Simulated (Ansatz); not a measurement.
## Fluorite PbF2 (high-temperature phase)

All values below come from PBE0-D3(BJ) in Ansatz (plane waves, PAW).

Numerical settings: plane-wave cutoff 460 eV, 8×8×8 k mesh, Fermi–Dirac smearing 0.01 eV, scalar-relativistic PAW data made under PBE.

Cell (relaxed at this level):

Space group Fm-3m (No. 225); a = b = c = 5.909 Å, α = β = γ = 90.00°

```tsv
atom	site	symmetry	x	y	z
Pb	4a	m-3m	0.0000	0.0000	0.0000
F	8c	-43m	0.2500	0.2500	0.2500
```
(The calculation used a cell of 3 atoms; values per cell refer to that cell.)

```yaml
bulk_modulus: 76.1 GPa
band_gap: 6.44 eV (on the SCF k mesh)
smallest_direct_gap_on_the_k_points_sampled: 6.58 eV
direct gap at Γ: 11.66 eV
pressure derivative B′ of the bulk modulus: 4.7
```

Measured, for comparison: bulk modulus 64 GPa (temperature not stated, not corrected to a static lattice; as tabulated in Cadelano and Cappellini (2011), arXiv:1107.5962). Computed (rounded) less measured: bulk modulus +19 %.

Spin–orbit coupling is not included; with these elements it can move the gap by several tenths of an eV or more.

Computed values are for the static lattice.

Ansatz is a first-principles code.
